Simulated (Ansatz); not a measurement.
**A computed series for MgS: pressure series**

Start from MgS in the rock salt structure (space group Fm-3m, No. 225; a = 5.2297 Å).

Cell and atoms are relaxed at each pressure.

Method: PBE (Ansatz, a quantum-chemistry and plane-wave program, PAW, scalar-relativistic without spin-orbit coupling).

```tsv
pressure (GPa)	volume per atom (Å³/atom)
-1	18.129
0	17.879
3	17.218
7	16.497
15	15.396
30	13.979
50	?
75	11.662
100	10.884
```

**Question.** Fit the third-order Birch–Murnaghan form P(V) = (3B₀/2)[(V₀/V)^(7/3) − (V₀/V)^(5/3)]·[1 + (3/4)(B₀′ − 4)((V₀/V)^(2/3) − 1)] (squares taken in P) to the rows shown and predict the withheld row.

**Answer.** Least squares on the printed values gives V₀ = 17.874 Å³/atom, B₀ = 74.7 GPa, B₀′ = 4.0; this predicts 12.729 Å³/atom, and the run gives 12.731 Å³/atom, 0.002 higher.

Measured bulk modulus of MgS: 81 GPa (static lattice; corrected from measurement; as listed in Tamar Goldzak et al., The Journal of Chemical Physics (2022)); the computed value is 8 % below it.

Load acts through the strain it causes; cell and atoms are relaxed under it. No phonon test of stability was made. No other phases were tried under pressure.
